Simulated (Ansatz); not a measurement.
Consider Al in the fcc (Cu type) structure (space group Fm-3m, No. 225; a = 3.994 Å; relaxed with 0.1 eV smearing). Axes: x, y, z lie along the cube axes.

Level of theory: r2SCAN (Ansatz, a first-principles code, PAW, scalar-relativistic without spin-orbit coupling).

Strains are applied to the cell and any free atomic positions relax; under biaxial strain the out-of-plane vector relaxes too.

One change was made to it. Results:

```json
[
 {"quantity": "energy relative to the base (free energy F)", "base": "0 meV/atom", "after": "+11 meV/atom"},
 {"quantity": "pressure (mean of the normal stresses, compression positive)", "base": "0.0 GPa", "after": "-2.4 GPa"}
]
```

Question: Which change produced these results?
A) biaxial strain +2.50 %, plane normal [001], relaxed out of plane
B) biaxial strain +3.00 %, plane normal [001], relaxed out of plane
C) biaxial strain +2.00 %, plane normal [001], relaxed out of plane
D) biaxial strain +0.50 %, plane normal [001], relaxed out of plane
E) biaxial strain +1.00 %, plane normal [001], relaxed out of plane

Answer: B, biaxial strain +3.00 %, plane normal [001], relaxed out of plane. For comparison, the energy relative to the base in the other runs: biaxial strain +2.50 %, plane normal [001], relaxed out of plane gives +7.9 meV/atom; biaxial strain +2.00 %, plane normal [001], relaxed out of plane gives +5.1 meV/atom; biaxial strain +1.00 %, plane normal [001], relaxed out of plane gives +1.2 meV/atom; biaxial strain +0.50 %, plane normal [001], relaxed out of plane gives +0.3 meV/atom.

Stability against distortions was not tested.
